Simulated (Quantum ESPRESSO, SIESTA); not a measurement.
**Equation of state of zinc-blende BN (space group 216): energy against volume (SIESTA, LDA)**

```
CELL_PARAMETERS angstrom
      0.00000     1.73720     1.73720
      1.73720     0.00000     1.73720
      1.73720     1.73720     0.00000
ATOMIC_POSITIONS crystal
  B  0.00000 0.00000 0.00000
  N  0.75000 0.75000 0.75000
```

Method: LDA PW92, numerical atomic orbitals DZP, PseudoDojo LDA standard norm-conserving potentials (rewritten from UPF to PSML) (SIESTA 5.4.2). Settings: XC.functional = LDA; XC.authors = PW92; potentials = PseudoDojo LDA standard; PAO.BasisSize = DZP; PAO.EnergyShift = 0.01 Ry; MeshCutoff = 455 Ry; kgrid.MonkhorstPack = 16 16 16; OccupationFunction = FD; ElectronicTemperature = 0.01 eV; MaxSCFIterations = 150; SCF.Mixer.Method = Pulay; SCF.Mixer.Weight = 0.25; SCF.Mixer.History = 8; SCF.DM.Tolerance = 1.0E-05. The cell above is the first row's. The rows scale it uniformly. In all rows fractional positions and the k mesh are held. E is the free energy at the stated smearing, counted from the lowest row.

```csv
V (Å^3/atom),E (meV/atom)
5.2426,67.49
5.3566,39.78
5.4706,19.81
5.5846,6.95
5.6985,0.55
5.8125,0.00
5.9265,4.79
6.0404,14.48
6.1544,?
```

### Question
Fit E against V with the third-order Birch-Murnaghan form, a cubic in V^(-2/3), and predict the withheld value at V = 6.1544.

### Answer
With u = V^(-2/3) - 0.316, the rows have u = 0.015362, 0.010643, 0.006090, 0.001691, -0.002556, -0.006668, -0.010648, -0.014498. Least squares gives E = 3.692 + 1652.60·u + 164075·u² - 84271·u³. Residuals (row less fit): -0.004, 0.016, -0.013, -0.005, 0.009, 0.007, -0.010, 0.003; standard error 0.013 (degrees of freedom: 4). Its minimum lies at u = -0.005017, so V0 = (0.310983)^(-3/2) = 5.766. There d²E/du² = 330700 and d³E/du³ = -505600, so B0 = (4/9) × 5.766^(-7/3) × 330700 × 0.160218 = 395 GPa (the last factor turns the table's units into GPa), and B0' = 4 + (2/3) × 0.310983 × (-505600)/330700 = 3.7. The program's pressures in the fitted runs (not shown) pass through zero at V = 5.77, 0.00 % from this V0. At the withheld row, u = -0.018233, so E = 3.692 + 1652.60 × (-0.018233) + 164075 × (-0.018233)² - 84271 × (-0.018233)³ = 28.616 meV/atom. The calculation gives 28.58 meV/atom, 0.036 meV/atom below the prediction (0.1 % of the range of E in the table). The row lies outside the fitted rows, so this is an extrapolation. From the scatter of the fitted rows alone, a prediction at this place has a standard error of 0.032 meV/atom, so the miss is 1.1 times that.

Carrying the step between the two nearest rows on in a straight line would have given 24.18, off by 4.40; series whose last step already gives the withheld value aren't shown. The scan was laid around a cell of about the measured size, scaled by a guess for this functional. The runs keep the symmetry of the cell, so they don't test it for distortions. A plane-wave scan with the same functional (Quantum ESPRESSO, GBRV) gives V0 = 5.76 Å^3/atom and B0 = 400 GPa; a Birch-Murnaghan fit to all rows here lies 0.1 % from it in V0 and -1 % in B0; the two differ in basis, and may differ in potentials and mesh. Values carry the incompleteness of an atom-centred basis. Cutoffs and mesh are single choices, not tested for convergence of this quantity. Series with a scatter that would blur these digits, or in which a gap closes, are not shown. Nor are scans whose minimum lies at an end fitted in this form.
